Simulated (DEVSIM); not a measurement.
Device: Cr/Al2O3/SiO2/p-Si capacitor, at 300 K.

```tsv
layer (left to right)	material	thickness (nm)	Na (cm⁻³)
1	Al2O3	2.00	-
2	SiO2	0.590	-
3	Si	1600	1.3e17
```

Metal gate on the left, work function 4.5 eV. Fixed charge at the semiconductor interface 1.6e12 cm⁻² (in units of +e); no interface traps.

Constants are typed, rounded textbook-type inputs, not results; the design itself was drawn at random and stands for no fabricated device. Values at 300 K.

| parameter | Al2O3 | SiO2 | Si |
|---|---|---|---|
| gap (eV) | 6.8 | 9 | 1.124 |
| affinity (eV) | 1.35 | 0.9 | 4.05 |
| permittivity | 9 | 3.9 | 11.7 |
| Nc (cm⁻³) | - | - | 2.86e19 |
| Nv (cm⁻³) | - | - | 3.1e19 |

Model (solved in DEVSIM): 1D Poisson equation in equilibrium, Boltzmann statistics, complete ionisation; no quantum confinement or tunnelling. Metal contacts follow the ideal Schottky-Mott rule: no Fermi-level pinning, no interface dipoles.

Task: Tabulate band edges, carrier densities and field at -0.1 V on the gate.

Result: Energies count from the Fermi level of the right contact; mesh points crowd at the junctions.

```tsv
x (μm)	Ec (eV)	Ev (eV)	n (cm⁻³)	p (cm⁻³)	field (V/cm)
0.000	3.250	-3.550	< 1e2	< 1e2	-150000
0.0007845	3.239	-3.561	< 1e2	< 1e2	-150000
0.001452	3.229	-3.571	< 1e2	< 1e2	-150000
0.002185	3.664	-5.335	< 1e2	< 1e2	-340000
0.002804	0.504	-0.620	9.7e10	1.2e9	130000
0.004136	0.522	-0.602	4.9e10	2.4e9	130000
0.006941	0.558	-0.566	1.2e10	9.7e9	130000
0.01518	0.656	-0.468	2.8e8	4.2e11	110000
0.02942	0.792	-0.332	1400000	8.2e13	81000
0.05652	0.940	-0.184	4600	2.5e16	29000
0.1136	0.982	-0.142	910	1.3e17	330
0.2812	0.982	-0.142	890	1.3e17	≈ 0
0.5709	0.982	-0.142	890	1.3e17	≈ 0
1.013	0.982	-0.142	890	1.3e17	≈ 0
1.375	0.982	-0.142	890	1.3e17	≈ 0
1.487	0.982	-0.142	890	1.3e17	≈ 0
1.547	0.982	-0.142	890	1.3e17	≈ 0
1.575	0.982	-0.142	890	1.3e17	≈ 0
1.593	0.982	-0.142	890	1.3e17	≈ 0
1.598	0.982	-0.142	890	1.3e17	≈ 0
1.601	0.982	-0.142	890	1.3e17	≈ 0
1.603	0.982	-0.142	890	1.3e17	≈ 0
```
